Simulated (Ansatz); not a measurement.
# How the band gap of MoInN₃ (model structure, started from the LiNbO3 type, R3c, No. 161, 10 atoms in the cell) moves with the method

No measured value is used here.

```csv
level (code),value (eV)
LDA (Ansatz),1.26
PBE+SOC (Ansatz),1.29 (indirect)
PBEsol+SOC (Ansatz),1.26 (indirect)
r²SCAN+SOC (Ansatz),1.51 (indirect)
HSE06 (Ansatz),…
```

### Question
Some entries are withheld; supply them.

### Answer

- HSE06 (Ansatz, a quantum-chemistry and plane-wave program), value (eV): 2.10

Computed values are for a static lattice. Spin–orbit coupling is included only where a level's name says +SOC; with heavier elements it mostly lowers gaps and can invert bands.  PBE+SOC, PBEsol+SOC, r²SCAN+SOC: the gap is read on the k mesh or supercell of the run alone and can be too large. Values are at the PBEsol cell. Cutoffs and k meshes differ between the levels. Ansatz's density-functional and Hartree–Fock values are scalar-relativistic unless marked +SOC, with PAW data made under PBE.

A model structure was made by putting elements into a prototype or built by hand; it is no filed structure, need not be a known phase, and can be a saddle point held by its symmetry.
